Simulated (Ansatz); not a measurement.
Start from GaAs in the wurtzite structure (space group P6_3mc, No. 186; a = 3.988 Å, c = 6.576 Å; a cell from a computed database, its experimental status unchecked). Axes: x lies along a and z along c of the hexagonal cell.

One thing is altered: biaxial strain −2.24 %, plane normal [001], relaxed out of plane (Cartesian); in-plane vectors clamped, the third vector and the atoms free.

Levels (all Ansatz, a first-principles code, PAW): PBEsol (420 eV, no spin-orbit coupling); r2SCAN (500 eV, spin-orbit coupling left out); HSE06 (420 eV, no spin-orbit coupling).

One geometry, relaxed with PBEsol, under each level:

| level | band gap | lowest conduction level above the VBM at special points | electron mass | pressure |
|---|---|---|---|---|
| PBEsol | 0.51 eV | Γ 0.51 eV; L 1.05 eV; M 1.28 eV; A 1.67 eV | 0.039 mₑ (at Γ) | 2.71 GPa |
| r2SCAN | [?] | [?] | [?] | [?] |
| HSE06 | 1.48 eV | Γ 1.48 eV; L 1.80 eV; M 2.00 eV | – | – |

**Question.** Give the withheld r2SCAN results.

**Answer.** 
- r2SCAN, band gap: 1.08 eV
- r2SCAN, lowest conduction level above the VBM at special points: Γ 1.08 eV; L 1.45 eV; M 1.67 eV; A 2.17 eV
- r2SCAN, electron mass: 0.053 mₑ out of plane, 0.077 mₑ in plane (at Γ)
- r2SCAN, pressure: 3.23 GPa

Single points use the geometry relaxed with PBEsol. Their cutoffs differ, which shifts pressures a little. Masses are band curvatures over ±0.01 Å⁻¹ around the edge. Whether these cells are dynamically stable was not tested. This is not the structure that GaAs has at room temperature and ambient pressure.
